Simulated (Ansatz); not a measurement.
Given:

```
CELL_PARAMETERS angstrom
      0.00000     3.29430     3.29430
      3.29430     0.00000     3.29430
      3.29430     3.29430     0.00000
ATOMIC_POSITIONS crystal
  Sr 0.00000 0.00000 0.00000
  Te 0.50000 0.50000 0.50000
```

No spin polarisation.

Calculations: Kohn–Sham DFT with the PBEsol functional, run in Ansatz (an electronic-structure program) with PAW and 420 eV plane waves, without spin-orbit coupling. Γ-centred 9×9×9 mesh, Fermi–Dirac width 0.05 eV.

**Question.** Predict the hole mass, band gap, gap character and smallest direct gap.

**Answer.** The hole mass (degenerate bands, along [100]) is 0.14, 0.84, 0.84 mₑ (at Γ) and the band gap is 1.55 eV. The gap character is indirect, Γ → X. The smallest direct gap is 2.31 eV.

Spin-orbit coupling, missing from the scalar runs, can matter with Te. Load acts through the strain it causes; cell and atoms are relaxed under it. Masses are band curvatures over ±0.01 Å⁻¹ around the edge. No phonon test of stability was made. The cell was made from SrTe in the rock salt structure (space group Fm-3m, No. 225) by this change: pressure 0.3 GPa.
